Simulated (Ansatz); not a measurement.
Functionals compared on a constructed model of the (111)B surface of 3C silicon carbide, C-terminated, (√3x√3)R30° Sb adatom at H3 (bottom of the slab: 3 H on 3 bottom sites), in Ansatz (plane waves, PAW). The structure was relaxed with PBE; the other rows are single points on it. Cutoff 420 eV (500 eV for r2SCAN). HSE06 used the coarser mesh 4x4x1.

Model: 28-atom slab, 11.1 Å thick at the start with caps and adatoms (thin: gaps and levels are the slab's own), 6x6x1 mesh, Fermi-Dirac 0.025 eV, dipole correction, 6 atoms held, the rest relaxed; held to the start's symmetry, so lower structures may exist; no spin, no spin-orbit, no U. In PBE it lies 0.08 eV a 1x1 cell over the lowest computed structure of the same composition ((√3x√3)R30° Sb adatom at T4). These notes are the PBE run's.

```tsv
functional	gap of the slab on its k-mesh (eV)	highest filled level below the top vacuum level (eV)	rough cost of the single point
PBE	1.62	4.46	–
r2SCAN	(withheld)	(withheld)	roughly 100 core-seconds
```

Q: Some entries are withheld; supply them.

A: 
- r2SCAN, gap of the slab on its k-mesh (eV): 1.93
- r2SCAN, highest filled level below the top vacuum level (eV): 4.68

Ansatz is a quantum-chemistry and plane-wave program.
